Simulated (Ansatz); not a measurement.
Results of LDA (PAW; Ansatz, a first-principles code) for CsCl-type YIr.

Run with plane-wave cutoff 520 eV, 16×16×16 k mesh, Fermi–Dirac smearing 0.05 eV, no spin polarisation, scalar-relativistic PAW data made under PBE.

Cell (relaxed at this level):

```xyz
2
Lattice="3.3579 0.0000 0.0000 0.0000 3.3579 0.0000 0.0000 0.0000 3.3579" Properties=species:S:1:pos:R:3 pbc="T T T"
Y      1.6789     1.6789     1.6789
Ir     0.0000     0.0000     0.0000
```

Q: Estimate the bulk modulus B0 that the calculation returns.

A: 
- bulk modulus B0: 155 GPa

The run finds no gap.

Note: the bulk modulus is −V dP/dV from two relaxed cells at ±2 % in volume.

Spin–orbit coupling is not included.

Static lattice: no zero-point or thermal effects.

Computing time: around 40 core-seconds (rough).
